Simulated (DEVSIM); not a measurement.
System: abrupt Ge p-n junction, at 300 K.

| layer (left to right) | material | thickness (μm) | Nd (cm⁻³) | Na (cm⁻³) | τn (s) | τp (s) |
|---|---|---|---|---|---|---|
| 1 | Ge | 39.0 | - | 5.3e16 | 6.5e-6 | 6.5e-6 |
| 2 | Ge | 41.0 | 2.6e15 | - | 6.5e-6 | 6.5e-6 |

Left contact: ohmic. Right contact: ohmic. Voltage is applied to the left contact. Recombination: SRH at mid-gap. Mobility is μmin + (μ − μmin)/(1 + (N/Nref)^α).

This is a model device: material constants are rounded textbook-type values typed into the input, and sizes, dopings and lifetimes were drawn at random. Values at 300 K.

```csv
parameter,Ge
gap (eV),0.664
affinity (eV),4
permittivity,16
Nc (cm⁻³),1.04e19
Nv (cm⁻³),6e18
μn (cm²/Vs),3900
μp (cm²/Vs),1900
"μn,min",150
"μp,min",100
"Nref,n",2.6e17
"Nref,p",4e17
αn,0.56
αp,0.6
```

DEVSIM, 1D drift-diffusion, Boltzmann statistics, complete ionisation; no tunnelling, impact ionisation, image-force lowering or self-heating.

The doping Na of layer 1 was swept, all else fixed.

```
doping Na of layer 1 (cm^-3)  potential step across the device at zero bias (V)  dark forward voltage at 100 A/cm² (V)  largest field in the device at zero bias (V/cm)  dark forward voltage at 1 A/cm² (V)
----------------------------  -------------------------------------------------  -------------------------------------  -----------------------------------------------  -----------------------------------
1.6e15                                                                    0.237                                  0.482                                             6500                                0.176
5.3e15                                                                    0.268                                  0.441                                             9300                                0.194
1.6e16                                                                    0.296                                  0.415                                            12000                                0.204
5.3e16                                                                    0.327                                  0.397                                            15000                                0.210
1.6e17                                                                    0.356                                      ?                                                ?                                0.211
5.3e17                                                                    0.387                                  0.384                                            36000                                0.211
1.6e18                                                                    0.415                                  0.382                                            60000                                0.211
```

Question: What belongs in the gaps?

Answer: 
- 1.6e17, dark forward voltage at 100 A/cm² (V): 0.389
- 1.6e17, largest field in the device at zero bias (V/cm): 21000
